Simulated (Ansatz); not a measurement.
The starting structures come from a database of crystals and need not be the phases stable at ambient conditions.

Inside the gap of an insulator the Bloch states are evanescent, with a wavenumber k + iκ along the transport direction.

```
MgTe
1.0
    4.57074     0.00000     0.00000
   -2.28537     3.95838     0.00000
    2.28537    -1.31946     3.73199
Mg Te
1 1
Direct
  0.00000   0.00000   0.00000
  0.75000   0.25000   0.75000
```

Space group of this cell: F-43m, zinc blende. The cell is taken as given; by LDA its mean pressure is -1.6 GPa.

Transport runs along the normal of the first two printed cell vectors, the (111) plane of the conventional cell.

The gap is the functional's own. No spin-orbit coupling. Mid-gap values are interpolated on the energy grid.

Q: Compute, with Ansatz (an electronic-structure program) with LDA, the band gap and the smallest decay constant κ at mid-gap.

A: Gap 2.18 eV on a 8×8×8 mesh; κ = 0.144 1/Å, at the zone centre.
